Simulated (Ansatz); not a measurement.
Base system: CdTe in the zinc blende structure (space group F-43m, No. 216).

```
CdTe
1.0
    0.00000     3.27889     3.27889
    3.27889     0.00000     3.27889
    3.27889     3.27889     0.00000
Cd Te
1 1
Direct
  0.00000   0.00000   0.00000
  0.25000   0.25000   0.25000
```

Cartesian axes are those of the cell as printed.

All numbers come from r2SCAN (Ansatz, an electronic-structure program; PAW; 500 eV plane waves; scalar-relativistic without spin-orbit coupling).

The change: the cell is scaled by 0.9700 in all directions, atoms relaxed at fixed cell.

Q: Predict the stress tensor and what it implies for the stiffness.

A: Stress of the strained cell less that of the base (GPa, compression positive):
```
   4.55    0.00    0.00
   0.00    4.55    0.00
   0.00    0.00    4.55
```

Then B = −ΔP/(ΔV/V₀) with ΔV/V₀ = -0.0873 gives secant stiffness values (nonlinear terms included at this strain): B ≈ 52 GPa.

As a check, the harmonic strain energy −½ V₀ Δσ:ε is 45 meV/atom; the computed energy rise is 40 meV/atom.

Stability against distortions was not tested.
